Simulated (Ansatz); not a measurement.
Take PbO (space group P4/nmm, No. 129; a = 4.034 Å, c = 4.995 Å; layered, stacked along the Cartesian z axis) as the base.

Level of theory: Ansatz (an electronic-structure program), PBE-D3(BJ), PAW, cutoff 420 eV, no SOC.

Before the change:

Lattice parameter a: 7.624 bohr
c/a ratio: 1.238

Perturbation: full substitution Pb → Te, then cell and atoms are relaxed.

**Question.** Estimate the effect on the lattice parameter a.

**Answer.** The lattice parameter a drops by 0.407 bohr (7.624 bohr → 7.217 bohr).

**Question.** What does the calculation give for the c/a ratio after the change?

**Answer.** The c/a ratio drops by 0.094 (1.238 → 1.144).

Whether these cells are dynamically stable was not tested. As relaxed here, TeO is a hypothetical phase, not in the database extracts checked. All final runs are without spin polarisation. The program warned that a D3 coordination switch lies within reach, so dispersion energies are less smooth here.
